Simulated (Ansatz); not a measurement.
Take Os in the hcp (Mg type) structure (space group P6_3/mmc, No. 194; a = 2.729 Å, c = 4.309 Å; relaxed with 0.1 eV smearing) as the base.

Level of theory: Kohn–Sham DFT with the PBEsol functional, run in Ansatz (a first-principles code) with PAW and 420 eV plane waves, no spin-orbit coupling.

For the base:

| Item | Value |
|---|---|
| Pressure | 0.0 GPa |
| Band gap | zero |

One thing is altered: an isotropic linear strain of −1.00 %, atoms relaxed at fixed cell.

**Question.** What does the calculation give for the pressure after the change?

**Answer.** The pressure (mean of the normal stresses, compression positive) goes from zero to 14.0 GPa.

**Question.** Estimate the effect on the energy relative to the base.

**Answer.** The energy increases by 18 meV/atom.

**Question.** What does the calculation give for the band gap after the change?

**Answer.** The band gap is still zero.

Whether these cells are dynamically stable was not tested. All final runs are without spin polarisation.
